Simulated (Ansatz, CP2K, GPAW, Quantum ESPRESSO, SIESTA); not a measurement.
# One structure in several programs: Zn2GeS3 (P3m1, 6 atoms in the cell)

Self-consistent single point.

```
Zn2GeS3
1.0
    3.85802     0.00000     0.00000
   -1.92901     3.34114     0.00000
    0.00000     0.00000    10.53289
Zn Ge S
2 1 3
Direct
  0.66667   0.33333   0.35154
  0.33333   0.66667   0.64820
  0.00000   0.00000   0.99998
  0.00000   0.00000   0.28468
  0.66667   0.33333   0.58446
  0.33333   0.66667   0.88114
```

Shared settings, as Ansatz (a quantum-chemistry and plane-wave program) writes them: kpoints.mp_grid.grid = 9 9 3; scf.occupations.method = fixed. Potentials and cutoffs stand in the table.

| code | model | pressure (GPa) | largest force (eV/Å) | gap on the mesh (eV) | cutoff |
|---|---|---|---|---|---|
| Ansatz | LDA (PW92), PAW files made with PBE | -4.76 | 0.188 | 1.050 | 30.9 Ry |
| SIESTA | LDA PW92, numerical atomic orbitals DZP, PseudoDojo LDA standard norm-conserving potentials (rewritten from UPF to PSML) | -5.44 | 0.429 | 1.112 | grid 300 Ry |
| Quantum ESPRESSO | LDA (PZ), PSlibrary ultrasoft (LDA) pseudopotentials | -5.13 | 0.186 | 1.032 | 50 Ry |
| GPAW | LDA (Perdew-Wang 92), GPAW PAW datasets LDA (gpaw-data 1.0.1) | -4.91 | 0.203 | 1.043 | 800 eV |
| CP2K | LDA (Pade form), GPW, DZVP-MOLOPT-SR-GTH basis, GTH-PADE potentials (GTH_POTENTIALS) | -4.53 | 0.173 | 1.018 | grid 600 Ry |

Size of the force on each atom (eV/Å): Sizes of forces hide their directions.

```
code                Zn1    Zn2    Ge3     S4     S5     S6
----------------  -----  -----  -----  -----  -----  -----
Ansatz            0.051  0.002  0.167  0.188  0.030  0.040
SIESTA            0.282  0.009  0.284  0.045  0.172  0.429
Quantum ESPRESSO  0.054  0.002  0.124  0.186  0.033  0.084
GPAW              0.046  0.006  0.155  0.203  0.020  0.062
CP2K              0.056  0.012  0.164  0.173  0.043  0.034
```

Gaps are read on the mesh.

The spread over the programs that give each value: pressure within 0.91 GPa; largest force within 0.256 eV/Å; gap on the mesh within 0.094 eV.

SIESTA and CP2K use small atom-centred bases, whose incompleteness enters pressures, forces and empty levels differently from a plane-wave cutoff. Ansatz's pressure is given at a fixed set of plane waves, as the other plane-wave codes print theirs; with its correction for the finite basis it is -4.72 GPa. The same LDA comes in different parametrisations, which differ slightly. In the force vectors, SIESTA (by 0.439) lies more than 0.08 eV/Å from the median of the plane-wave programs.

The starting cell comes from a database of computed structures (which also holds hypothetical and non-ambient phases and stackings), without a prior relaxation at this level.

Keys are those of Ansatz 0.2.
